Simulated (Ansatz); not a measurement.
## Amorphous Hf₁₈O₃₈Ti

The cell was made by melting and quenching with the CHGNet potential and then relaxed with DFT. O atoms were pushed apart under 1.9 Å during the dynamics, to hinder bonds among them. The hot cell started wider than the set density and was brought back towards it in steps. It is the lowest in DFT energy of 2 quenches. It is a model cell: composition and starting density were chosen by hand, and all elements were melted together. No dispersion term was used.

Methods: PBE, scalar-relativistic without spin-orbit coupling (Ansatz, a quantum-chemistry and plane-wave program); r2SCAN, scalar-relativistic without spin-orbit coupling (Ansatz); HSE06, scalar-relativistic without spin-orbit coupling (Ansatz). Geometry, pressure, stress and energy are those of the PBE run. Its sampling: a 2×2×2 Γ-centred mesh; Fermi-Dirac width 0.02 eV; no spin polarisation. Other functionals are single points at the zone centre (r2SCAN at 500 eV; exact exchange cut at the cell's faces), free to take moments where seeds were set. At PBE the levels at both edges of the gap are localised (band-tail or defect states), and the nearest spread-out levels lie 4.0 eV apart at the zone centre.

The number of atoms in the cell is 57, the density (held, not predicted) comes out as 8.71 g/cm³ and the volume per atom is 87.3 bohr^3. The pressure on a 2×2×2 Γ-centred mesh is 2.15 GPa and the largest force and stress component on that mesh (the relaxation ran on the zone centre alone) comes out as 0.14 eV/Å and 2.3 GPa. The energy relative to HfO2 (P2_1/c) + anatase TiO2 (lowest mix at this level among the phases computed, not always the ambient ones) is 17.8 kJ/mol of atoms and the gap between localised states on a 2×2×2 Γ-centred mesh (PBE) is 3.00 eV. The gap between localised states at the zone centre (PBE) is 3.01 eV and the gap between localised states at the zone centre (r2SCAN) comes out as 3.36 eV. The gap between localised states at the zone centre (HSE06) is 4.64 eV.

Bonds are counted up to Hf-Hf 3.34 Å, Hf-O 2.76 Å, Hf-Ti 3.23 Å, O-O 1.58 Å, O-Ti 2.49 Å, Ti-Ti 3.12 Å. Two cations that share two anions don't count as bonded, nor two that share one unless they lie closer than Hf-Hf 3.25 Å, Hf-Ti 3.15 Å, Ti-Ti 3.04 Å.

```yaml
Mean coordination of Hf by anions: 6.33 (1 with 5, 11 with 6, 5 with 7, 1 with 8)
Mean coordination of O: 3.13 (3 with 2, 27 with 3, 8 with 4)
Mean coordination of Ti by anions: 5.00 (1 with 5)
Mean Hf-O bond: 2.143 Å (spread 0.137 Å, 114 counted)
Mean O-Ti bond: 1.926 Å (spread 0.096 Å, 5 counted)
```

Its density started from a set value of 8.71 g/cm³. The quench (nominally 300 K/ps over its main leg) was far faster than any real one, so the model tends to hold more defects than a real film. A cell of this size samples the disorder only roughly. The volume was held where the preparation left it and the shape relaxed, at a PBE pressure of 2.1 GPa. Stress components on the final sampling reach 2.3 GPa. On a 2×2×2 Γ-centred mesh force components of up to 0.14 eV/Å stay, since the relaxation ran on the zone centre alone.
